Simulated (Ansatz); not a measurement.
The starting structures come from a database of crystals and need not be the phases stable at ambient conditions.

By PBEsol, the system below comes out a metal.

Here is the system:

```
W2C
1.0
    3.07005     0.00000     0.00000
    0.00000     4.67843     0.00000
    1.53503     0.00000     2.65874
W C
2 1
Direct
  0.33333   0.25367   0.33333
  0.66667   0.74633   0.66667
  0.00000   0.00000   0.00000
```

The cell is taken as given; by PBEsol it stands under a pressure of -10.2 GPa.

The current flows along the normal of the first two printed cell vectors, the (100) plane of the conventional cell. No spin-orbit coupling; the value is a mean over 0.1 eV about the Fermi level.

**Question.** Estimate the ballistic conductance per area that PBEsol (Ansatz, an electronic-structure program) returns for this system.

**Answer.** 0.93 × 10¹⁵ S/m² for both spins.
